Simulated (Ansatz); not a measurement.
The starting structures come from a database of crystals and need not be the phases stable at ambient conditions.

 Where the default PAW files enter, the runs use the earlier of Ansatz's two default sets.

Inside the gap of an insulator the Bloch states are evanescent, with a wavenumber k + iκ along the transport direction.

```
CELL_PARAMETERS angstrom
      4.17460     0.00000     0.00000
      0.00000    10.06073     0.00000
      2.08730     5.03036     2.08730
ATOMIC_POSITIONS crystal
  Mg 0.00000 0.78764 0.00000
  Mg 0.50000 0.53764 0.00000
  Mg 0.50000 0.96236 0.00000
  Mg 0.00000 0.21236 0.00000
  N  0.00000 0.00000 0.00000
  N  0.50000 0.75000 0.00000
  F  0.00000 0.50000 0.00000
  F  0.50000 0.25000 0.00000
```

Space group of this cell: I4_1/amd. The cell is taken as given.

Transport runs along the normal of the first two printed cell vectors, the (100) plane of the conventional cell.

The gap is the functional's own. No spin-orbit coupling. Mid-gap values are interpolated on the energy grid.

Task: Compute, with r2SCAN in Ansatz (a program for electronic structure), the band gap and the smallest decay constant κ at mid-gap.

Result: Gap 2.91 eV on a 14×14×14 mesh; κ = 0.272 1/Å, at the zone centre.
